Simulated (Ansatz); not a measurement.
# Ga2O3: uniaxial strain ε_zz = +3.00 %

Start from Ga$_{2}$O$_{3}$ in the corundum structure (space group R-3c, No. 167; a = 5.0577 Å, c = 13.6230 Å (hexagonal axes)). Axes: x lies along a and z along c of the hexagonal cell.

It is then changed as follows: uniaxial strain ε_zz = +3.00 %, all other strain components held at zero, atoms relaxed at fixed cell.

All numbers come from DFT with PBE, PAW potentials and a 420 eV plane-wave cutoff in Ansatz (a program for electronic structure), no spin-orbit coupling. Γ-centred 8×8×8 mesh, Fermi–Dirac width 0.05 eV.

```json
[
 {"quantity": "volume per atom", "base": "10.06 Å³", "changed": "10.36 Å³", "shift": "+0.30 Å³"},
 {"quantity": "energy relative to the base (free energy F)", "base": "0 meV/atom", "changed": "+8.8 meV/atom", "shift": "+8.8 meV/atom"},
 {"quantity": "pressure (mean of the normal stresses, compression positive)", "base": "0.01 GPa", "changed": "-5.09 GPa", "shift": "-5.10 GPa"},
 {"quantity": "band gap", "base": "2.40 eV", "changed": "2.11 eV", "shift": "-0.298 eV"},
 {"quantity": "smallest direct gap", "base": "2.63 eV", "changed": "2.29 eV", "shift": "-0.348 eV"},
 {"quantity": "electron mass", "base": "0.21 mₑ (at Γ)", "changed": "0.19 mₑ (at Γ)", "shift": "–"},
 {"quantity": "largest internal atomic displacement", "base": "–", "changed": "0.013 Å", "shift": "–"},
 {"quantity": "stress (xx, yy, zz, yz, xz, xy; compression positive)", "base": "–", "changed": "(-3.01, -3.01, -9.25, 0.00, 0.00, 0.00) GPa", "shift": "–"}
]
```

Final structure:

```yaml
crystal:
  lattice:
    - [2.52885, 1.46003, 4.67724]
    - [-2.52885, 1.46003, 4.67724]
    - [0.00000, -2.92006, 4.67724]
  atoms:
    - { symbol: Ga, position: [0.64511, 0.64511, 0.64511] }
    - { symbol: Ga, position: [0.14511, 0.14511, 0.14511] }
    - { symbol: Ga, position: [0.35489, 0.35489, 0.35489] }
    - { symbol: Ga, position: [0.85489, 0.85489, 0.85489] }
    - { symbol: O, position: [0.75000, 0.44646, 0.05354] }
    - { symbol: O, position: [0.05354, 0.75000, 0.44646] }
    - { symbol: O, position: [0.25000, 0.55354, 0.94646] }
    - { symbol: O, position: [0.55354, 0.94646, 0.25000] }
    - { symbol: O, position: [0.94646, 0.25000, 0.55354] }
    - { symbol: O, position: [0.44646, 0.05354, 0.75000] }
```

Cost of the whole job for the changed cell (relaxation, final SCF and bands): roughly 100 core-seconds.

Effective masses come from finite differences of ±0.01 Å⁻¹. Stability against distortions was not tested.
